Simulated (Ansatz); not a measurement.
Base system: Y in the hcp (Mg type) structure (space group P6_3/mmc, No. 194; a = 3.594 Å, c = 5.610 Å; relaxed with 0.1 eV smearing). Axes: x lies along a and z along c of the hexagonal cell.

Calculations: PBEsol (Ansatz, a program for electronic structure, PAW, scalar-relativistic without spin-orbit coupling).

Strains are applied to the cell and any free atomic positions relax.

One change was made to it. Results:

```csv
quantity,base,after
energy relative to the base (free energy F),0 meV/atom,+7.0 meV/atom
shortest interatomic distance,3.489 Å,3.466 Å
```

Q: Name the change that was made.
A. uniaxial strain ε_xx = −3.00 %
B. uniaxial strain ε_xx = +2.00 %
C. uniaxial strain ε_xx = −0.50 %

A: A, uniaxial strain ε_xx = −3.00 %. For comparison, the energy relative to the base in the other runs: uniaxial strain ε_xx = −0.50 % gives +0.2 meV/atom; uniaxial strain ε_xx = +2.00 % gives +2.9 meV/atom.

No phonon test of stability was made. The final runs are not spin-polarised.
